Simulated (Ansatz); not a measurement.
**A computed series for SiO2: response to strain**

The parent structure is SiO2 (space group Pbcn, No. 60; a = 4.0815 Å, b = 5.0407 Å, c = 4.4959 Å; a model cell, its experimental status unchecked). Axes: x, y, z lie along a, b, c of the conventional cell.

Strains are applied to the cell and any free atomic positions relax; under stress the whole cell relaxes.

Level of theory: Ansatz (a quantum-chemistry and plane-wave program), PBEsol, PAW, cutoff 420 eV, no spin-orbit coupling.

Notes on the quantities. energy relative to the base: free energy F; band gap: an upper bound: an edge found on the path is not a true extremum; the base alone.

```tsv
variant	energy relative to the base	band gap	volume per atom
base	0 meV/atom	5.63 eV	7.71 Å³
isotropic strain +2.51 %	+39 meV/atom	4.39 eV	8.30 Å³
uniaxial stress, 0.5 GPa compression along z	0.0 meV/atom	5.64 eV	7.70 Å³
tensor shear ε_xz = −3.89 %	+33 meV/atom	5.37 eV	7.70 Å³
```

Stability under load was not tested beyond the relaxation. The base started in Pca2_1 and relaxed to Pbcn at this level.
